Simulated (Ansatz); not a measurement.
GaP: biaxial strain +0.83 %, plane normal [111], relaxed out of plane

Take GaP in the zinc blende structure (space group F-43m, No. 216; a = 5.4513 Å) as the base. Axes: x, y, z lie along the cube axes.

Perturbation: tensile biaxial strain of 0.83 % in the plane normal to [111], as in epitaxy on a mismatched substrate; the out-of-plane cell vector and the atoms relax.

Method: r2SCAN in Ansatz (plane waves to 500 eV, PAW, spin-orbit coupling left out). k-mesh 10×10×10 (Γ-centred); smearing 0.05 eV (Fermi–Dirac).

The volume per atom grows by 0.27 Å³, from 20.25 Å³ to 20.52 Å³ and the shortest interatomic distance stays essentially unchanged (2.360 Å against 2.362 Å). The energy grows by 1.8 meV/atom and the pressure (mean of the normal stresses, compression positive) goes from zero to -1.11 GPa. The band gap drops by 0.044 eV to 1.80 eV and the gap character is indirect, Γ → F–Γ (13 % along). The smallest direct gap falls by 0.18 eV, from 2.36 eV to 2.18 eV and the valence-band top at Γ (three highest levels, from the VBM) changes from 0.00, 0.00, 0.00 eV to 0.00, -0.09, -0.09 eV. The valley order (the lowest conduction-band minima on the path, energy above the VBM, named in the base's zone) changes from a point along ⟨100⟩, about 1.0 Å⁻¹ from Γ 1.85 eV; L along ⟨111⟩ 2.04 eV; Γ 2.36 eV to a point along [001], about 1.0 Å⁻¹ from Γ 1.80 eV; L along [111] 1.82 eV; L along [1-1-1] 1.98 eV; Γ 2.18 eV and the out-of-plane strain amounts to -0.34 %. The ratio −ε⊥/ε∥ amounts to 0.42 and the mean in-plane stress (compression positive) comes out as -1.7 GPa.

Final structure (turned so that z lies along the plane normal):

```
CELL_PARAMETERS angstrom
      3.88665     0.00000     0.00000
      1.94333     3.36594     0.00000
      1.94333    -1.12198     3.13646
ATOMIC_POSITIONS crystal
  Ga 0.00102 0.99949 0.99847
  P  0.49898 0.25051 0.75153
```

Cost of the whole job for the changed cell (relaxation, final SCF and bands): very roughly 60 core-seconds.

Stability against distortions was not tested. k-point labels follow each cell's own Brillouin zone.

Ansatz is a first-principles code.
